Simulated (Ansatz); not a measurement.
Ansatz (an electronic-structure program) run on HgTe (C2, 6 atoms in the cell): relaxation of the atoms.

Method: LDA (PW92), default PAW files made with PBE (plane waves; Ansatz).

The change in words: one atom moved by 0.15 angstrom; relax: default → atoms; relax.f_tol: default → 0.001 eV/Å. Reference geometry:
```yaml
crystal:
  lattice:
    - [4.64894, 0.00000, 0.00000]
    - [-2.32447, 4.02610, 0.00000]
    - [0.00000, 0.00000, 10.37678]
  atoms:
    - { symbol: Hg, position: [0.68832, 0.68832, 0.00000] }
    - { symbol: Hg, position: [0.31168, 0.00000, 0.66667] }
    - { symbol: Hg, position: [0.00000, 0.31168, 0.33333] }
    - { symbol: Te, position: [0.51372, 0.51372, 0.50000] }
    - { symbol: Te, position: [0.48628, 0.00000, 0.16667] }
    - { symbol: Te, position: [0.00000, 0.48628, 0.83333] }
```

Reference input (self-consistent single point, DFT, LDA (PW92), plane waves, default PAW files made with PBE): basis.ecutwfc = 30.9 Ry; kpoints.mp_grid.grid = 6 6 3; hamiltonian.xc = lda; hamiltonian.pseudopotentials = {kind: paw} (the program's default PAW files); scf.occupations.method = fermi_dirac; scf.occupations.width = 0.0015 Ry. This run's input differs from it in these lines:

```diff
@@ -8,3 +8,3 @@
     - { symbol: Hg, position: [0.68832000, 0.68832000, 0.00000000] }
-    - { symbol: Hg, position: [0.31168000, 0.00000000, 0.66666700] }
+    - { symbol: Hg, position: [0.34394500, 0.00000000, 0.66666700] }
     - { symbol: Hg, position: [0.00000000, 0.31168000, 0.33333300] }
@@ -26,2 +26,4 @@
     width: 0.0015 Ry
+relax:
+  f_tol: 0.001
 output:
```

Log, with long lists cut:

```
   [... SCF lines of the steps left out ...]
relax step   1: F+E_penalty+E_count = -61049.22085522 eV  Δ(F+E_penalty+E_count) = +0.000e0 eV  max|allowed force component| = 6.002e-2 eV/Å  Δτ_max = 0.0000 Å  (7 SCF iters, dr2 threshold 1.00e-7 eV, accepted)
relax step   2: F+E_penalty+E_count = -61049.22259790 eV  Δ(F+E_penalty+E_count) = -1.743e-3 eV  max|allowed force component| = 7.106e-2 eV/Å  Δτ_max = 0.0472 Å  (6 SCF iters, dr2 threshold 2.25e-7 eV, accepted)
relax step   3: F+E_penalty+E_count = -61049.22418806 eV  Δ(F+E_penalty+E_count) = -1.590e-3 eV  max|allowed force component| = 2.716e-2 eV/Å  Δτ_max = 0.0164 Å  (5 SCF iters, dr2 threshold 3.16e-7 eV, accepted)
relax step   4: F+E_penalty+E_count = -61049.22517849 eV  Δ(F+E_penalty+E_count) = -9.904e-4 eV  max|allowed force component| = 4.140e-3 eV/Å  Δτ_max = 0.0263 Å  (6 SCF iters, dr2 threshold 1.08e-7 eV, accepted)
relax step   5: F+E_penalty+E_count = -61049.22519633 eV  Δ(F+E_penalty+E_count) = -1.784e-5 eV  max|allowed force component| = 3.667e-4 eV/Å  Δτ_max = 0.0036 Å  (6 SCF iters, accepted)
the relaxation is at rest under the 2 symmetry operations that the run kept from its start: a minimum is not shown …
Free energy (F): -61049.225196 eV
Internal energy: -61049.225196 eV  (E = F + TS)
E sigma→0 (E₀):  -61049.225196 eV
Entropy (-TS):   -0.000000 eV (-0.000 meV/atom)
Fermi energy:    9.119867 eV
--- Forces (eV/Å), atoms counted from 1 ---
  atom   1  Hg    -0.00016658    -0.00036674     0.00023668
  atom   2  Hg    -0.00022964    -0.00000000     0.00000000
  atom   3  Hg    -0.00016658     0.00036674    -0.00023668
  atom   4  Te     0.00021466     0.00021179     0.00015135
  atom   5  Te     0.00013597     0.00000000     0.00000000
  atom   6  Te     0.00021466    -0.00021179    -0.00015135
   [... lines left out ...]
    - { symbol: Hg, position: [0.005292826978960552, 0.32610347118301747, 0.3333480236763006] }
    - { symbol: Te, position: [0.51779941758907, 0.5124416476644654, 0.4999945035351165] }
    - { symbol: Te, position: [0.49285761254407146, 1.6605154488634499e-19, 0.16666666666666669] }
    - { symbol: Te, position: [0.0053577699246044885, 0.4875583523355344, 0.8333388297982167] }
```

The run converged. 

Summary of the result:
```
Item                                                     Result
-----------------------------------------------  --------------
Free energy E − TS (on the zero of these files)  -61049.2252 eV
Gap on the k-point mesh                                 0.52 eV
Pressure                                              -2.88 GPa
Relaxation steps                                              5
```

The starting cell comes from a database of computed structures (which also holds hypothetical and non-ambient phases and stackings), without a prior relaxation at this level. Its lattice was rescaled by up to half a per cent. For this run, on top of that: one atom moved by 0.15 angstrom. Spin-orbit coupling is off. Ansatz's pressure includes its estimate of the finite-basis (Pulay) stress.

Cost on one core of a shared machine: roughly 3 min.

Keys are those of Ansatz 0.2.
